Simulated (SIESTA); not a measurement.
**How far to go with the k-point mesh at a smearing width of 0.02 eV: Pd (Fm-3m, 1 atom in the cell)**

```
Pd
1.0
    0.00000     1.95084     1.95084
    1.95084     0.00000     1.95084
    1.95084     1.95084     0.00000
Pd
1
Direct
  0.00000   0.00000   0.00000
```

Method of the run: GGA PBE, numerical atomic orbitals DZP, PseudoDojo PBE standard norm-conserving potentials (rewritten from UPF to PSML) (SIESTA).

Base settings: XC.functional = GGA; XC.authors = PBE; potentials = PseudoDojo PBE standard; PAO.BasisSize = DZP; PAO.EnergyShift = 0.005 Ry; MeshCutoff = 350 Ry; kgrid.MonkhorstPack = 7 7 7; OccupationFunction = FD; ElectronicTemperature = 1160.45 K; MaxSCFIterations = 150.

In this ladder: ElectronicTemperature = 232.09 K.

Only quantities that move along the ladder and can be compared are tabulated.

The starting cell has typed, rounded lattice constants, without a prior relaxation at this level. Its lattice was rescaled by up to half a per cent. Spin polarisation is off. Values carry the incompleteness of an atom-centred basis. In the base run, with a pressure of about 8 GPa the cell is away from its equilibrium volume at this level.

| kgrid.MonkhorstPack | free energy less the last step's (meV/atom) | pressure (GPa) |
|---|---|---|
| 5 5 5 | 149.04 | 9.89 |
| 6 6 6 | 12.87 | 6.33 |
| 7 7 7 | -13.74 | 7.74 |
| 9 9 9 | 1.29 | 6.84 |
| 11 11 11 | 9.87 | 7.60 |
| 13 13 13 | -7.20 | 7.31 |
| 16 16 16 | -2.88 | 7.32 |
| 19 19 19 | -1.05 | 7.41 |
| 23 23 23 | 0.97 | 7.28 |
| 28 28 28 | 0.26 | 7.36 |
| 34 34 34 | 0.00 | 7.30 |

Coarsest kgrid.MonkhorstPack that holds the free energy within 2 meV/atom of the last step, with all finer ones: 19 19 19; the step before is off by 2.9 meV/atom.

Coarsest kgrid.MonkhorstPack that holds the pressure within 0.2 GPa of the last step, with all finer ones: 13 13 13; the step before is off by 0.29 GPa.
